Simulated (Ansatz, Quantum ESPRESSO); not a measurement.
K2BrCl (R-3m, 4 atoms in the cell) computed with different codes at matched settings

Self-consistent single point, at a second geometry (lattice scaled by 0.98). First geometry:

```
K2BrCl
1.0
    2.26558     1.30804     7.41716
   -2.26558     1.30804     7.41716
    0.00000    -2.61607     7.41716
K Br Cl
2 1 1
Direct
  0.74619   0.74619   0.74619
  0.25381   0.25381   0.25381
  0.50000   0.50000   0.50000
  0.00000   0.00000   0.00000
```

Shared settings, as Ansatz (a first-principles code) writes them: kpoints.mp_grid.grid = 7 7 7; scf.occupations.method = fermi_dirac; scf.occupations.width = 0.0037 Ry. Potentials and cutoffs stand in the table.

```
code                                                             model  ΔF from the first geometry (meV/atom)  pressure (GPa)  largest force (eV/Å)  gap on the mesh (eV)   cutoff
----------------  ----------------------------------------------------  -------------------------------------  --------------  --------------------  --------------------  -------
Ansatz                                 PBEsol, PAW files made with PBE                                    4.9            1.01                 0.026                 4.673  default
Quantum ESPRESSO  PBEsol, GBRV 1.5 ultrasoft (PBESOL) pseudopotentials                                    4.8            0.35                 0.026                 4.671    40 Ry
```

For Quantum ESPRESSO (by 0.6 GPa) the energy change implies a higher mean pressure, against the two pressures, than for the other programs: a sign of finite-basis (Pulay) stress.

Gaps are read on the mesh.

The spread over the programs that give each value: ΔF from the first geometry within 0.1 meV/atom; pressure within 0.66 GPa; largest force within 0.000 eV/Å; gap on the mesh within 0.002 eV.

Ansatz's pressure is given at a fixed set of plane waves, as the other plane-wave codes print theirs.

The starting cell comes from a database of computed structures (which also holds hypothetical and non-ambient phases and stackings), without a prior relaxation at this level. Its lattice was rescaled by a random factor within 2.5 % of one. For this run, on top of that: lattice scaled by 0.98.

Keys are those of Ansatz 0.2.
